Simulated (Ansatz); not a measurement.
A relaxation of cell and atoms of ZnRh (Pm-3m, 2 atoms in the cell) with Ansatz (a quantum-chemistry and plane-wave program).

Computed with LDA (PW92), default PAW files made with PBE (plane waves; Ansatz).

```
CELL_PARAMETERS angstrom
      2.99023     0.00000     0.00000
      0.00000     2.99023     0.00000
      0.00000     0.00000     2.99023
ATOMIC_POSITIONS crystal
  Zn 0.50000 0.50000 0.50000
  Rh 0.00000 0.00000 0.00000
```

Reference input (self-consistent single point, DFT, LDA (PW92), plane waves, default PAW files made with PBE): basis.ecutwfc = 420 eV; kpoints.mp_grid.grid = 15 15 15; hamiltonian.xc = lda; hamiltonian.pseudopotentials = {kind: paw} (the program's default PAW files); scf.occupations.method = fermi_dirac; scf.occupations.width = 0.1 eV. This run's input differs from it in these lines:

Ansatz 0.2 input:
```diff
@@ -10,3 +10,3 @@
 basis:
-  ecutwfc: 420.0
+  ecutwfc: 590.0
 kpoints:
@@ -18,2 +18,4 @@
   occupations: { method: fermi_dirac, width: 0.1 }
+relax:
+  cell: {}
 output:
```

Log, with long lists cut:

```
   [... SCF lines of the steps left out ...]
relax step   1: F+E_penalty+E_count = -9525.66063304 eV  Δ(F+E_penalty+E_count) = +0.000e0 eV  max|allowed force component| = 6.508e-30 eV/Å  Δτ_max = 0.0000 Å  P = -8.909 GPa  Ω = 26.737 Å³  (6 SCF iters, dr2 threshold 1.00e-7 eV, accepted)
relax step   2: F+E_penalty+E_count = -9525.69468925 eV  Δ(F+E_penalty+E_count) = -3.406e-2 eV  max|allowed force component| = 1.906e-30 eV/Å  Δτ_max = 0.0000 Å  P = +1.592 GPa  Ω = 25.361 Å³  energy of the carried Pulay correction = +1.890e-4 eV  [...]
relax step   3: F+E_penalty+E_count = -9525.69555104 eV  Δ(F+E_penalty+E_count) = -8.618e-4 eV  max|allowed force component| = 2.531e-30 eV/Å  Δτ_max = 0.0000 Å  P = -0.149 GPa  Ω = 25.560 Å³  energy of the carried Pulay correction = +1.605e-4 eV  [...]
relax step   4: F+E_penalty+E_count = -9525.69556160 eV  Δ(F+E_penalty+E_count) = -1.057e-5 eV  max|allowed force component| = 3.057e-30 eV/Å  Δτ_max = 0.0000 Å  P = -0.002 GPa  Ω = 25.543 Å³  energy of the carried Pulay correction = +1.630e-4 eV  [...]
relax step   5: F+E_penalty+E_count = -9525.69539080 eV  Δ(F+E_penalty+E_count) = +1.708e-4 eV  max|allowed force component| = 1.808e-30 eV/Å  Δτ_max = 0.0000 Å  P = -0.000 GPa  Ω = 25.543 Å³  stress off target by 4.60e-4 GPa  SCF on the basis [...]
basis re-selected at this cell: Δ(F+E_penalty+E_count) = +1.708e-4 eV, ΔP = +0.002 GPa vs the last step
the relaxation is at rest under the 48 symmetry operations that the run kept from its start: a minimum is not shown …
Free energy (F): -9525.695391 eV
Internal energy: -9525.651948 eV  (E = F + TS)
E sigma→0 (E₀):  -9525.673669 eV
Entropy (-TS):   -0.043443 eV (-21.722 meV/atom)
Fermi energy:    17.730116 eV
--- Forces (eV/Å), atoms counted from 1 ---
  atom   1  Zn     0.00000000     0.00000000     0.00000000
   [... lines left out ...]
to start a new deck from the relaxed geometry:
  cell:  # Å, volume = 25.5430 Å³
    - [2.9450373630585256, -3.2098832406453945e-35, 3.851859888774472e-34]
    - [-3.2098832406453945e-35, 2.9450373630585256, 0.0]
    - [3.851859888774472e-34, 0.0, 2.9450373630585256]
  atoms:
    - { symbol: Zn, position: [0.5, 0.5, 0.5] }
    - { symbol: Rh, position: [-3.8518221198226566e-48, -3.3545530367422934e-37, 6.709106073452551e-37] }
```

The run converged.  The full log also holds: “iter 5 did not close the SCF: its close was put off for the readings that it lacked (scf_convergence_deferred on its scf_iter line)”. The full log also holds: “iter 4 did not close the SCF: its close was put off for the readings that it lacked (scf_convergence_deferred on its scf_iter line)”.

Summary of the result:
Free energy E − TS (on the zero of these files): -9525.6954 eV
Fermi level (on the code's own zero): 17.73 eV
Pressure: 0.00 GPa
Final cell: a = 2.945 Å, b = 2.945 Å, c = 2.945 Å, α = 90.00°, β = 90.00°, γ = 90.00°
Final volume per atom: 12.77 Å³
Relaxation steps: 5

The starting cell comes from a database of computed structures (which also holds hypothetical and non-ambient phases and stackings), without a prior relaxation at this level. Spin polarisation is off. The relaxation keeps the symmetry of its start, so its end need not be a minimum. Ansatz's pressure includes its estimate of the finite-basis (Pulay) stress.
